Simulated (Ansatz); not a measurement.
Base system: C (space group I4/mmm, No. 139; a = 4.3564 Å, c = 2.4989 Å; a model cell, its experimental status unchecked).

Perturbation: the cell is scaled by 0.9701 in all directions; the atoms relax in the strained cell.

Levels (all Ansatz, an electronic-structure program, PAW): PBEsol (420 eV, spin-orbit coupling left out); r2SCAN (500 eV, no SOC); HSE06 (420 eV, no spin-orbit coupling).

One geometry, relaxed with PBEsol, under each level:

| level | band gap | lowest conduction level above the VBM at special points | electron mass | pressure |
|---|---|---|---|---|
| PBEsol | 2.01 eV | Γ 4.49 eV; N 4.54 eV; M 4.98 eV; X 5.39 eV | 0.61 mₑ along k, 0.38 mₑ across (off the special points) | 44.88 GPa |
| r2SCAN | 2.41 eV | Γ 4.78 eV; N 4.88 eV; M 5.29 eV; X 5.82 eV | 0.48 mₑ along k, 0.33 mₑ across (off the special points) | 47.73 GPa |
| HSE06 | 3.26 eV | Γ 5.90 eV; N 5.87 eV; M 6.28 eV | – | – |

Single points use the geometry relaxed with PBEsol. Their cutoffs differ, which shifts pressures a little. HSE06 was sampled on its mesh, a few special points and the semilocal edge points, so its gap is an upper bound. Masses are band curvatures over ±0.01 Å⁻¹ around the edge. Along k means along the line from Γ to the band edge. Whether these cells are dynamically stable was not tested. This is not the structure that C has at room temperature and ambient pressure.
